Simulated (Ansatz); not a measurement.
## GaN: response to strain

Start from GaN in the wurtzite structure (space group P6_3mc, No. 186; a = 3.2184 Å, c = 5.2432 Å).

Strains are applied to the cell and any free atomic positions relax.

The values are results of PBE/PAW in Ansatz (a program for electronic structure), scalar-relativistic without spin-orbit coupling, not measurements.

```json
[
 {"isotropic strain (%)": "-3", "band gap (eV)": "2.32"},
 {"isotropic strain (%)": "-2.4", "band gap (eV)": "2.19"},
 {"isotropic strain (%)": "-1.8", "band gap (eV)": "?"},
 {"isotropic strain (%)": "-1.2", "band gap (eV)": "1.95"},
 {"isotropic strain (%)": "-0.6", "band gap (eV)": "1.83"},
 {"isotropic strain (%)": "0", "band gap (eV)": "1.71"}
]
```

**Question.** Fit E_g = E₀ + Dε (ε in %) to the rows shown and predict the withheld row.

**Answer.** Least squares on the printed values gives E₀ = 1.71 eV, D = -203 meV per % of strain (largest residual 0.00 eV); this predicts 2.07 eV, and the run gives 2.07 eV, in agreement.

No phonon test of stability was made.
